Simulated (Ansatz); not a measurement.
Worked example: self-consistent single point of NaSrMg6 (Amm2, 8 atoms in the cell) in Ansatz (a quantum-chemistry and plane-wave program).

Method of the run: PBEsol, PAW files made with PBE (plane waves; Ansatz).

The change in words: lattice scaled by 0.98. Reference geometry:
```yaml
crystal:
  lattice:
    - [5.40692, 0.00000, 0.00000]
    - [0.00000, 3.42421, 5.98393]
    - [0.00000, -3.42421, 5.98393]
  atoms:
    - { symbol: Na, position: [0.00000, 0.83961, 0.83961] }
    - { symbol: Sr, position: [0.50000, 0.66615, 0.66615] }
    - { symbol: Mg, position: [0.00000, 0.31924, 0.83984] }
    - { symbol: Mg, position: [0.00000, 0.83984, 0.31924] }
    - { symbol: Mg, position: [0.00000, 0.33245, 0.33245] }
    - { symbol: Mg, position: [0.50000, 0.16949, 0.66989] }
    - { symbol: Mg, position: [0.50000, 0.66989, 0.16949] }
    - { symbol: Mg, position: [0.50000, 0.16335, 0.16335] }
```

Reference input (self-consistent single point, DFT, PBEsol, plane waves, PAW files made with PBE): kpoints.mp_grid.grid = 4 3 3; hamiltonian.xc = pbesol; hamiltonian.pseudopotentials = {kind: paw} (the program's default PAW files); scf.occupations.method = gaussian; scf.occupations.width = 0.05 eV. This run's input differs from it in these lines:

Ansatz 0.2 input:
```diff
@@ -2,14 +2,14 @@
   lattice:
-    - [5.40692000, 0.00000000, 0.00000000]
-    - [0.00000000, 3.42421000, 5.98393500]
-    - [0.00000000, -3.42421000, 5.98393500]
+    - [5.29878200, 0.00000000, 0.00000000]
+    - [0.00000000, 3.35572600, 5.86425600]
+    - [0.00000000, -3.35572600, 5.86425600]
   atoms:
-    - { symbol: Na, position_ang: [0.00000000, -0.00000000, 10.04834333] }
-    - { symbol: Sr, position_ang: [2.70346000, 0.00000000, 7.97239660] }
-    - { symbol: Mg, position_ang: [0.00000000, -1.78264373, 6.93585938] }
-    - { symbol: Mg, position_ang: [0.00000000, 1.78264373, 6.93585938] }
-    - { symbol: Mg, position_ang: [0.00000000, 0.00000000, 3.97871838] }
-    - { symbol: Mg, position_ang: [2.70346000, -1.71347468, 5.02279536] }
-    - { symbol: Mg, position_ang: [2.70346000, 1.71347468, 5.02279536] }
-    - { symbol: Mg, position_ang: [2.70346000, 0.00000000, 1.95495156] }
+    - { symbol: Na, position_ang: [0.00000000, -0.00000000, 9.84737596] }
+    - { symbol: Sr, position_ang: [2.64939100, 0.00000000, 7.81294827] }
+    - { symbol: Mg, position_ang: [0.00000000, -1.74699096, 6.79714184] }
+    - { symbol: Mg, position_ang: [0.00000000, 1.74699096, 6.79714184] }
+    - { symbol: Mg, position_ang: [0.00000000, 0.00000000, 3.89914381] }
+    - { symbol: Mg, position_ang: [2.64939100, -1.67920529, 4.92233920] }
+    - { symbol: Mg, position_ang: [2.64939100, 1.67920529, 4.92233920] }
+    - { symbol: Mg, position_ang: [2.64939100, 0.00000000, 1.91585244] }
 kpoints:
```

Output (repeated stretches shortened):

```
SCF iter   1: F=—  HF=-16440.733313 eV  |F-HF|=—  |Δ(HF+E_count)|=         —  Δρ=2.15e-2  dr2=4.05e0  ethr=3.10e-3  ⟨swp⟩=10.3  Hψ=2863  notcnv=0
all-band conjugate gradients solve this SCF's bands
preconditioner: auto → Kerker (q_TF=auto, 2.321 Å⁻¹)
SCF iter   2: F=—  HF=-16440.113662 eV  |F-HF|=—  |Δ(HF+E_count)|=   6.20e-1  Δρ=1.38e-2  dr2=1.81e0  ethr=3.10e-3  ⟨swp⟩=2.8  Hψ=764  notcnv=0  defer=32
   [... lines left out ...]
SCF iter   6: F=—  HF=-16439.617721 eV  |F-HF|=—  |Δ(HF+E_count)|=   1.61e-4  Δρ=1.28e-4  dr2=3.94e-5  ethr=5.98e-7  ⟨swp⟩=2.0  Hψ=952  notcnv=0  defer=29
SCF iter   7: F=—  HF=-16439.617723 eV  |F-HF|=—  |Δ(HF+E_count)|=   2.74e-6  Δρ=3.90e-5  dr2=7.38e-6  ethr=4.99e-8  ⟨swp⟩=2.0  Hψ=960  notcnv=0  defer=29
SCF iter   8: F=—  HF=-16439.617721 eV  |F-HF|=—  |Δ(HF+E_count)|=   2.61e-6  Δρ=1.18e-5  dr2=5.41e-7  ethr=9.34e-9  ⟨swp⟩=2.0  Hψ=953  notcnv=0  defer=29
SCF iter   9: F=-16439.617721 eV  HF=-16439.617721 eV  |F-HF|=1.37e-8  |Δ(HF+E_count)|=   1.69e-7  Δρ=2.92e-6  dr2=2.92e-8  ethr=1.27e-10  ⟨swp⟩=13.8  Hψ=2790  notcnv=0
SCF 1 converged in 9 iterations: F = -16439.617721 eV  dr2 = 2.92e-8
Free energy (F): -16439.617721 eV
Internal energy: -16439.612338 eV  (E = F + TS)
E sigma→0 (E₀):  -16439.615029 eV
Entropy (-TS):   -0.005383 eV (-0.673 meV/atom)
Fermi energy:    5.373519 eV
--- Forces (eV/Å), atoms counted from 1 ---
  atom   1  Na     0.00000000     0.00000000     0.03536346
  atom   2  Sr     0.00000000     0.00000000     0.05633672
  atom   3  Mg     0.00000000    -0.02002403    -0.04522119
  atom   4  Mg     0.00000000     0.02002403    -0.04522119
  atom   5  Mg     0.00000000    -0.00000000    -0.02282051
  atom   6  Mg     0.00000000    -0.01657666     0.03871712
  atom   7  Mg     0.00000000     0.01657666     0.03871712
  atom   8  Mg     0.00000000     0.00000000    -0.05587260
--- Stress (GPa, compression-positive) ---
        1.224949      -0.000000      -0.000000
       -0.000000       0.568707      -0.000000
       -0.000000      -0.000000       0.666309
  P = ⅓ Tr σ = 0.8200 GPa (8.200 kbar)
  The stress holds the Pulay correction. Without it, at fixed plane waves, as pw.x and ABINIT print it: P = 0.8152 GPa
```

The run converged in 9 iterations. Against the reference run the free energy hardly moves (within 1 meV/atom), the pressure goes from -0.75 to 0.82 GPa and the largest force goes from 0.067 to 0.056 eV/Å.

The starting cell comes from a database of computed structures (which also holds hypothetical and non-ambient phases and stackings), without a prior relaxation at this level. For this run, on top of that: lattice scaled by 0.98. Ansatz's pressure includes its estimate of the finite-basis (Pulay) stress.
